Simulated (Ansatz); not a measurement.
Band structure of Ti (P6_3/mmc, 2 atoms in the cell).

```yaml
crystal:
  lattice:
    - [1.47500, -2.55477, 0.00000]
    - [1.47500, 2.55477, 0.00000]
    - [0.00000, 0.00000, 4.68000]
  atoms:
    - { symbol: Ti, position: [0.33333, 0.66667, 0.25000] }
    - { symbol: Ti, position: [0.66667, 0.33333, 0.75000] }
```

Level of theory: PBE (plane waves, PAW; Ansatz, a first-principles code).

Settings: kpoints.mp_grid.grid = 13 13 7; hamiltonian.xc = pbe; hamiltonian.pseudopotentials = {kind: paw} (the program's default PAW files); scf.occupations.method = fermi_dirac; scf.occupations.width = 0.1 eV; kpoints.band_path.npoints = 8.

The starting cell has typed, rounded lattice constants, without a prior relaxation at this level. Spin polarisation is off.

Levels in eV from the Fermi level, bands 9 to 15:
```tsv
point	9	10	11	12	13	14	15
Γ	-6.13	-2.63	0.73	0.79	0.79	0.90	1.28
M	-2.30	-2.09	-1.79	-0.62	0.52	0.64	1.18
K	-1.62	-1.35	-1.35	-1.26	0.25	0.25	1.49
A	-4.30	-4.30	0.11	0.11	0.70	0.70	0.70
L	-2.48	-2.48	-0.78	-0.78	1.31	1.31	1.74
H	-1.20	-1.20	-1.03	-1.03	-0.21	-0.21	1.68
```

Bands cross the Fermi level along this path, so the cell is metallic at this level.

Keys are those of Ansatz 0.2.
